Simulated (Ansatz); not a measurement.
## SrO in the rock salt structure (space group Fm-3m, No. 225)

```
SrO
1.0
    0.00000     2.56124     2.56124
    2.56124     0.00000     2.56124
    2.56124     2.56124     0.00000
Sr O
1 1
Direct
  0.50000   0.50000   0.50000
  0.00000   0.00000   0.00000
```

All numbers come from Ansatz (a program for electronic structure), PBEsol, PAW, cutoff 420 eV, spin-orbit coupling left out. k-mesh 11×11×11 (Γ-centred); smearing 0.05 eV (Fermi–Dirac).

```yaml
volume_per_atom: 16.80 Å³
density: 5.12 g/cm³
band_gap: 3.20 eV, indirect, Γ → X
electron_mass: 1.2 mₑ along k, 0.39 mₑ across
Lowest conduction-band minima above the VBM: X along ⟨100⟩ 3.20 eV; Γ 3.93 eV
total_energy: -2028.058 eV/atom (σ→0; compares only within this code and set-up)
```

Effective masses come from finite differences of ±0.01 Å⁻¹. Along k means along the line from Γ to the band edge. No phonon test of stability was made.
